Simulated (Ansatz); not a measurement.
Bond-angle distributions (per cent of the angles at each element, bins of 10°) of a relaxed model of amorphous Si24O47Cl2 at 2.21 g/cm³. All values below come from PBE, scalar-relativistic without spin-orbit coupling (plane waves to 420 eV, PAW; Ansatz, a quantum-chemistry and plane-wave program).

Preparation: random packing, a CHGNet melt and quench, and a DFT relaxation. Anions were pushed apart under 1.9 Å during the dynamics, to hinder bonds among them. The hot cell started wider than the set density and was brought back towards it in steps. It is the lowest in DFT energy of 2 quenches. It is a model cell: composition and starting density were chosen by hand, and all elements were melted together. No dispersion term was used. Its density started from a set value of 2.21 and ended at 2.21 g/cm³. The quench (nominally 320 K/ps over its main leg) was far faster than any real one, so the model tends to hold more defects than a real film. Values belong to this one cell and scatter from quench to quench. The volume was held where the preparation left it and the shape relaxed, at a PBE pressure of 0.5 GPa.

Neighbours within Si-Si 2.60 Å, Si-O 1.90 Å, Si-Cl 2.56 Å, O-O 1.58 Å, O-Cl 2.02 Å, Cl-Cl 2.45 Å count as bonded. Two cations that share two anions don't count as bonded, nor two that share one unless they lie closer than Si-Si 2.38 Å.

```json
[
 {"angle (°)": "50-60", "at Si": "0", "at O": "0"},
 {"angle (°)": "60-70", "at Si": "0", "at O": "0"},
 {"angle (°)": "70-80", "at Si": "0", "at O": "0"},
 {"angle (°)": "80-90", "at Si": "0", "at O": "0"},
 {"angle (°)": "90-100", "at Si": "2", "at O": "0"},
 {"angle (°)": "100-110", "at Si": "55", "at O": "2"},
 {"angle (°)": "110-120", "at Si": "40", "at O": "2"},
 {"angle (°)": "120-130", "at Si": "3", "at O": "38"},
 {"angle (°)": "130-140", "at Si": "0", "at O": "17"},
 {"angle (°)": "140-150", "at Si": "0", "at O": "26"},
 {"angle (°)": "150-160", "at Si": "0", "at O": "6"},
 {"angle (°)": "160-170", "at Si": "0", "at O": "4"},
 {"angle (°)": "170-180", "at Si": "0", "at O": "4"}
]
```

They go with these counts of neighbours within the cut-offs, cation contacts included: Si mean 4.0, most often 4; O mean 2.0, most often 2.
